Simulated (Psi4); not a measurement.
Psi4 1.11, R2SCAN/def2-svp: N[Si@@H]1CN=C[SiH2]C1, 17 atoms. The geometry is a generated start, not checked to be a minimum at this level.

```yaml
task: gradient
method: r2scan
basis: def2-svp
memory: 7 GB
scf_type: df (default)
guess: auto, which took SAD (default)
diis_max_vecs: 10 (default)
scf_initial_accelerator: adiis (default)
e_convergence: 1e-08 (default)
d_convergence: 1e-08 (default)
basis functions (reference run): 156
grid points (reference run): 3037543
```

```xyz
17

N     -1.5677    -0.0257    -1.5246
Si    -1.1871    -0.0111     0.1387
C     -0.3201     1.5688     0.6668
N      0.9644     1.8344    -0.0003
C      1.7974     0.8915    -0.2752
Si     1.5959    -0.9479     0.0436
C     -0.1134    -1.4592     0.5648
H     -2.3643    -0.6372    -1.6916
H     -1.8681     0.9045    -1.8131
H     -2.4955    -0.1321     0.8155
H     -0.1643     1.5695     1.7517
H     -0.9872     2.4097     0.4474
H      2.7468     1.1590    -0.7662
H      2.5468    -1.3842     1.1018
H      1.9873    -1.7192    -1.1667
H     -0.1375    -1.6432     1.6436
H     -0.4334    -2.3776     0.0638
```
Charge 0, spin multiplicity 1.

Differences are taken against the run with dft_radial_points = 200, dft_spherical_points = 974, dft_pruning_scheme = none (default); no run here is proven converged. Each setting ran once; only counts and results are compared.

Settings tried, all else as in the reference:
- dft_radial_points = 25, dft_spherical_points = 50
- dft_radial_points = 75 (default), dft_spherical_points = 302 (default)
- dft_radial_points = 75 (default), dft_spherical_points = 302 (default), dft_pruning_scheme = robust
- dft_radial_points = 75 (default), dft_spherical_points = 302 (default), dft_pruning_scheme = treutler
- dft_radial_points = 99, dft_spherical_points = 590, dft_pruning_scheme = treutler
- dft_radial_points = 99, dft_spherical_points = 590, dft_pruning_scheme = robust
- dft_radial_points = 35, dft_spherical_points = 110
- dft_radial_points = 150, dft_spherical_points = 770
- dft_radial_points = 99, dft_spherical_points = 590
- dft_radial_points = 75 (default), dft_spherical_points = 434
- dft_radial_points = 50, dft_spherical_points = 194

Q: Which settings reproduce the reference to 10 meV/atom in energy, 100 meV/Å in forces (largest component)?

A: Within it: dft_radial_points = 150, dft_spherical_points = 770; dft_radial_points = 99, dft_spherical_points = 590, dft_pruning_scheme = robust; dft_radial_points = 99, dft_spherical_points = 590; dft_radial_points = 75 (default), dft_spherical_points = 434; dft_radial_points = 75 (default), dft_spherical_points = 302 (default); dft_radial_points = 75 (default), dft_spherical_points = 302 (default), dft_pruning_scheme = robust; dft_radial_points = 75 (default), dft_spherical_points = 302 (default), dft_pruning_scheme = treutler; dft_radial_points = 99, dft_spherical_points = 590, dft_pruning_scheme = treutler. At the edge (between 0.75 and 1.33 times the tolerance): dft_radial_points = 50, dft_spherical_points = 194. Outside: dft_radial_points = 35, dft_spherical_points = 110; dft_radial_points = 25, dft_spherical_points = 50.

```csv
setting,grid points,energy against the reference,difference in forces (largest component)
the reference,3037543,—,—
"dft_radial_points = 150, dft_spherical_points = 770",1813551,under 0.001 meV/atom,1.6 meV/Å
"dft_radial_points = 99, dft_spherical_points = 590, dft_pruning_scheme = robust",639662,+0.088 meV/atom,8.1 meV/Å
"dft_radial_points = 99, dft_spherical_points = 590",920556,+0.088 meV/atom,8.1 meV/Å
"dft_radial_points = 75 (default), dft_spherical_points = 434",515452,−0.21 meV/atom,13 meV/Å
"dft_radial_points = 75 (default), dft_spherical_points = 302 (default)",358939,−0.21 meV/atom,13 meV/Å
"dft_radial_points = 75 (default), dft_spherical_points = 302 (default), dft_pruning_scheme = robust",244473,−0.21 meV/atom,14 meV/Å
"dft_radial_points = 75 (default), dft_spherical_points = 302 (default), dft_pruning_scheme = treutler",195105,−0.33 meV/atom,20 meV/Å
"dft_radial_points = 99, dft_spherical_points = 590, dft_pruning_scheme = treutler",472790,−0.038 meV/atom,20 meV/Å
"dft_radial_points = 50, dft_spherical_points = 194",156362,+5.4 meV/atom,120 meV/Å
"dft_radial_points = 35, dft_spherical_points = 110",62346,+8.9 meV/atom,200 meV/Å
"dft_radial_points = 25, dft_spherical_points = 50",20313,+37 meV/atom,220 meV/Å
```

Total energies are compared; such shifts often cancel in part in energy differences. The gradients leave out the derivatives of the grid weights. The tolerance is a choice made for this comparison.
